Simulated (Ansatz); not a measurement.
# Au under a change: Au → Ir

The parent structure is Au in the fcc (Cu type) structure (space group Fm-3m, No. 225; a = 4.0833 Å).

It is then changed as follows: full substitution Au → Ir, then cell and atoms are relaxed.

Calculations: PBEsol/PAW in Ansatz (an electronic-structure program), spin-orbit coupling left out, earlier PAW set. Settings: 21×21×21 k-points, 0.05 eV Fermi–Dirac smearing, for the changed cell.

```json
[
 {"quantity": "volume per atom", "base": "17.02 Å³", "changed": "14.05 Å³", "shift": "-2.97 Å³"},
 {"quantity": "density", "base": "19.22 g/cm³", "changed": "22.72 g/cm³", "shift": "+3.50 g/cm³"},
 {"quantity": "lattice parameter a", "base": "7.716 bohr", "changed": "7.238 bohr", "shift": "-0.478 bohr"},
 {"quantity": "space group", "base": "Fm-3m (No. 225)", "changed": "Fm-3m (No. 225)", "shift": "–"},
 {"quantity": "shortest interatomic distance", "base": "5.456 bohr", "changed": "5.118 bohr", "shift": "-0.338 bohr"},
 {"quantity": "band gap", "base": "zero", "changed": "zero", "shift": "–"}
]
```

Stability against distortions was not tested. The final runs are not spin-polarised.
